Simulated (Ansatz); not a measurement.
Start from Ga2O3 (space group R-3m, No. 166; a = 2.988 Å, c = 22.852 Å (hexagonal axes); a hypothetical phase, not in the database extracts checked).

Levels (all Ansatz, a program for electronic structure, PAW): PBEsol (420 eV, without spin-orbit coupling); HSE06 (420 eV, without spin-orbit coupling).

The geometry is relaxed with PBEsol.

```
Property           Value
---------------  -------
PBEsol band gap  2.85 eV
```

Q: Predict the band gap from HSE06.

A: The band gap rises by 1.71 eV to 4.56 eV.

Single points use the geometry relaxed with PBEsol. The hybrid gap comes from the SCF mesh plus the semilocal run's edge points and a few special points and is an upper bound. Stability against distortions was not tested.
